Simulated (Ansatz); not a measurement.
## SnSb2Te4 under a change: biaxial strain −0.95 %, plane normal [001], relaxed out of plane

Take SnSb$_{2}$Te$_{4}$ (space group R-3m, No. 166; a = 4.3257 Å, c = 40.7621 Å (hexagonal axes)) as the base. Axes: x lies along a and z along c of the hexagonal cell.

Now apply this change: compressive biaxial strain of 0.95 % in the plane normal to [001], as in epitaxy on a mismatched substrate; the out-of-plane cell vector and the atoms relax.

Calculations: Ansatz (a first-principles code), PBE-D3(BJ), PAW, cutoff 420 eV, no spin-orbit coupling. Γ-centred 9×9×9 mesh, Fermi–Dirac width 0.05 eV.

The space group remains R-3m (No. 166) and the energy grows by 1.3 meV/atom. The pressure (mean of the normal stresses, compression positive) goes from zero to 0.5 GPa and the band gap stays zero. The out-of-plane strain comes out as +1.01 % (rough).

Without a gap, meshes like the base's 9×9×9 leave anisotropic stresses uncertain by several tenths of a GPa, and small strain energies with them. Spin-orbit coupling, missing from the scalar runs, can matter with Sb and Te. Stability against distortions was not tested. All final runs are without spin polarisation. Gaps under 0.05 eV, about the width of the smearing, are given as zero. The D3 term's C6 switches between coordination references near this geometry, which can add small steps to energies. The zero or small gap of SnSb2Te4 can change with the level of theory.
